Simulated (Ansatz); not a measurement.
Consider the following.

```xyz
5
Lattice="4.1210 0.0000 0.0000 0.0000 4.1210 0.0000 0.0000 0.0000 4.1210" Properties=species:S:1:pos:R:3 pbc="T T T"
Lu     0.0000     0.0000     0.0000
B      2.0605     2.0605     2.0605
Rh     0.0000     2.0605     2.0605
Rh     2.0605     0.0000     2.0605
Rh     2.0605     2.0605     0.0000
```

Level of theory: PBEsol, DFPT electron-phonon coupling, linearised Boltzmann equation (plane waves, PAW, scalar-relativistic; Ansatz, a quantum-chemistry and plane-wave program). Cell: relaxed with this functional, without spin-orbit coupling.

Q: Predict the intrinsic resistivity at 300 K.

A: 22 μΩ·cm.

Q: How long is the mean free path there?

A: 6.8 nm, weighted by the current that each state carries. Wires not much wider than this gain resistivity from their walls.

A metal at this level (no band gap). Only scattering by harmonic phonons is included (no impurities, grain boundaries, electron-electron scattering or thermal expansion). Spin-orbit coupling is left out, which matters with elements this heavy. The run warned that the eigensolver left some states short of its tolerance. Halving the electron mesh (20x20x20) moves the resistivity by up to 1 % at 300 K, the mean free path by up to 5 %. Smearing 0.20 eV; phonons on a 4x4x4 q mesh, which this run doesn't test.

Formula and space group known from diffraction (Crystallography Open Database), not checked to be the room-temperature form: LuRh3B (Pm-3m).
